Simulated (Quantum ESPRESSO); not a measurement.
A user runs Quantum ESPRESSO on Rb (Im-3m, 1 atom in the cell) and asks whether the run is sound. The aim is a self-consistent single point with DFT, PBE, plane waves, PSlibrary PAW (PBE, semicore) pseudopotentials.

Cell that was meant: a = 4.8196 Å, b = 4.8196 Å, c = 4.8196 Å, α = 70.53°, β = 109.47°, γ = 70.53°.

Part of the input:

```fortran
   ecutrho = 280
   occupations = 'smearing'
   smearing = 'fermi-dirac'
   degauss = 0.1
/
&electrons
   conv_thr = 1.0d-9
```

The program printed (abridged):

```
     file Rb.pbe-spn-kjpaw_psl.1.0.0.UPF: wavefunction(s)  4S renormalized
     G-vector sticks info
     --------------------
   [... lines left out ...]
        k(    1) = (   0.0000000   0.0000000   0.0000000), wk =   0.0092593
        k(    2) = (   0.0000000  -0.1666667   0.1666667), wk =   0.1111111
        k(    3) = (   0.0000000  -0.3333333   0.3333333), wk =   0.1111111
   [... 13 lines left out ...]

     Dense  grid:    46049 G-vectors     FFT dimensions: (  50,  50,  50)

     Smooth grid:    19861 G-vectors     FFT dimensions: (  40,  40,  40)

     Initial potential from superposition of free atoms

     starting charge       8.9779, renormalised to       9.0000
     Self-consistent Calculation

     iteration #  1     ecut=    40.00 Ry     beta= 0.70

     Threshold (ethr) on eigenvalues was too large:
     Diagonalizing with lowered threshold

     c_bands:  1 eigenvalues not converged

     total energy              =    -240.07837041 Ry
     estimated scf accuracy    <       0.00049448 Ry

     iteration #  2     ecut=    40.00 Ry     beta= 0.70

     total energy              =    -240.07850082 Ry
     estimated scf accuracy    <       0.00002782 Ry

     iteration #  3     ecut=    40.00 Ry     beta= 0.70

     total energy              =    -240.07850828 Ry
     estimated scf accuracy    <       0.00000259 Ry

     iteration #  4     ecut=    40.00 Ry     beta= 0.70

     total energy              =    -240.07863254 Ry
     estimated scf accuracy    <       0.00000008 Ry

     iteration #  5     ecut=    40.00 Ry     beta= 0.70

     total energy              =    -240.07863258 Ry
     estimated scf accuracy    <          7.6E-09 Ry

     iteration #  6     ecut=    40.00 Ry     beta= 0.70
     End of self-consistent calculation

     the Fermi energy is     0.9104 ev

!    total energy              =    -240.07863258 Ry
     estimated scf accuracy    <          4.5E-11 Ry
     smearing contrib. (-TS)   =      -0.26133731 Ry
     internal energy E=F+TS    =    -239.81729527 Ry

     convergence has been achieved in   6 iterations

     Forces acting on atoms (cartesian axes, Ry/au):

     atom    1 type  1   force =     0.00000000    0.00000000    0.00000000

     Total force =     0.000000     Total SCF correction =     0.000000

          total   stress  (Ry/bohr**3)                   (kbar)     P=       10.65
   0.00007240  -0.00000000   0.00000000           10.65       -0.00        0.00
  -0.00000000   0.00007240  -0.00000000           -0.00       10.65       -0.00
   0.00000000  -0.00000000   0.00007240            0.00       -0.00       10.65

   JOB DONE.
```

**Question.** Is this run sound? If not, what is wrong?

**Answer.** The run is not sound. The fault is an energy in the wrong unit. A bare number is read in the key's own unit, and eV, Ry (13.6 eV) and Ha (27.2 eV) lie far apart, so the setting ends up far from the one that was meant. To fix it, convert the value to the unit that the key expects. The run converged in 6 iterations without an error; against the sound input the free energy falls by 2.16 eV/atom and the pressure goes from 0.19 to 1.07 GPa. The full log also holds: “c_bands:  1 eigenvalues not converged”.

The sound input it was made from differs as follows (other fixes are possible):
```diff
-   degauss = 0.1
+   degauss = 0.0073499
```

With that input, the run converged in 6 iterations: free energy E − TS -3264.2731 eV; Fermi level (on the code's own zero) 2.21 eV; pressure 0.19 GPa (DFT, PBE, plane waves, PSlibrary PAW (PBE, semicore) pseudopotentials).

On the sound input: the starting cell has typed, rounded lattice constants, without a prior relaxation at this level. Its lattice was rescaled by a random factor within 2.5 % of one.
